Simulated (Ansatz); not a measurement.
## BeSe: response to strain

Consider BeSe in the zinc blende structure (space group F-43m, No. 216; a = 5.1289 Å). Axes: x, y, z lie along the cube axes.

Strains are applied to the cell and any free atomic positions relax.

All numbers come from Ansatz (an electronic-structure program) PBEsol, no spin-orbit coupling.

Notes on the quantities. energy relative to the base: free energy F.

| change | band gap | energy relative to the base | shortest interatomic distance |
|---|---|---|---|
| base | 2.47 eV | 0 meV/atom | 2.221 Å |
| tensor shear ε_xy = +1.14 % | 2.35 eV | +1.8 meV/atom | 2.212 Å |
| tensor shear ε_xy = +2.00 % | 2.24 eV | +5.7 meV/atom | 2.206 Å |
| tensor shear ε_xy = +0.86 % | 2.39 eV | +1.0 meV/atom | 2.214 Å |
| tensor shear ε_xy = +1.71 % | … | +4.1 meV/atom | 2.208 Å |
| tensor shear ε_xy = +0.57 % | 2.42 eV | +0.5 meV/atom | 2.216 Å |
| tensor shear ε_xy = +1.43 % | 2.32 eV | … | 2.210 Å |
| tensor shear ε_xy = +0.29 % | … | +0.1 meV/atom | 2.219 Å |

Some entries are withheld; estimate them.


- tensor shear ε_xy = +1.71 %, band gap: 2.28 eV
- tensor shear ε_xy = +1.43 %, energy relative to the base: +2.9 meV/atom
- tensor shear ε_xy = +0.29 %, band gap: 2.44 eV

Whether these cells are dynamically stable was not tested.
